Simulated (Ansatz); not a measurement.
Consider BN in the zinc blende structure (space group F-43m, No. 216; a = 3.605 Å). Axes: x, y, z lie along the cube axes.

One thing is altered: tensile biaxial strain of 1.84 % in the plane normal to [001], as in epitaxy on a mismatched substrate; the out-of-plane cell vector and the atoms relax.

Levels (all Ansatz, a quantum-chemistry and plane-wave program, PAW, earlier PAW set): PBEsol (420 eV, no spin-orbit coupling); r2SCAN (500 eV, no spin-orbit coupling); HSE06 (420 eV, no spin-orbit coupling); PBEsol+SOC (420 eV, noncollinear with spin-orbit coupling); HSE06+SOC (420 eV, spin-orbit coupling included).

One geometry, relaxed with PBEsol, under each level:

The valence-band top lists the three highest levels at Γ (Kramers pairs under SOC), from the VBM.

```json
[
 {"level": "PBEsol", "band gap": "3.80 eV", "lowest conduction level above the VBM at special points": "M 3.80 eV; X 4.25 eV; S₀ 6.03 eV; S 6.03 eV", "valence-band top at Γ": "0.00, -0.25, -0.25 eV", "electron mass": "0.86 mₑ along k, 0.30 mₑ across (at M)", "hole mass": "0.51 mₑ (at Γ)", "pressure": "-10.22 GPa"},
 {"level": "r2SCAN", "band gap": "4.49 eV", "lowest conduction level above the VBM at special points": "M 4.49 eV; X 4.95 eV; S₀ 6.76 eV; S 6.76 eV", "valence-band top at Γ": "–", "electron mass": "0.84 mₑ along k, 0.30 mₑ across (at M)", "hole mass": "0.48 mₑ out of plane, 0.51 mₑ in plane (at Γ)", "pressure": "-9.27 GPa"},
 {"level": "HSE06", "band gap": "?", "lowest conduction level above the VBM at special points": "?", "valence-band top at Γ": "–", "electron mass": "–", "hole mass": "–", "pressure": "–"},
 {"level": "PBEsol+SOC", "band gap": "3.80 eV", "lowest conduction level above the VBM at special points": "M 3.80 eV; X 4.25 eV; S₀ 6.03 eV; S 6.03 eV", "valence-band top at Γ": "0.00, -0.24, -0.26 eV", "electron mass": "0.86 mₑ along k, 0.30 mₑ across (at M)", "hole mass": "0.51 mₑ (at Γ)", "pressure": "-10.23 GPa"},
 {"level": "HSE06+SOC", "band gap": "?", "lowest conduction level above the VBM at special points": "?", "valence-band top at Γ": "?", "electron mass": "–", "hole mass": "–", "pressure": "–"}
]
```

Question: Give the withheld HSE06 and HSE06+SOC results.

Answer: 
- HSE06, band gap: 5.28 eV
- HSE06, lowest conduction level above the VBM at special points: M 5.28 eV; X 5.75 eV; S₀ 7.61 eV; Γ 10.17 eV
- HSE06+SOC, band gap: 5.28 eV
- HSE06+SOC, lowest conduction level above the VBM at special points: M 5.28 eV; X 5.75 eV; S₀ 7.61 eV; Γ 10.17 eV
- HSE06+SOC, valence-band top at Γ: 0.00, -0.25, -0.26 eV

Single points use the geometry relaxed with PBEsol. Their cutoffs differ, which shifts pressures a little. HSE06 gaps are upper bounds (no full band path). Differences between runs with and without spin-orbit coupling are approximate. Masses are band curvatures over ±0.01 Å⁻¹ around the edge. Along k means along the line from Γ to the band edge. Whether these cells are dynamically stable was not tested. Labels are those of the standard path for the cell's own space group.
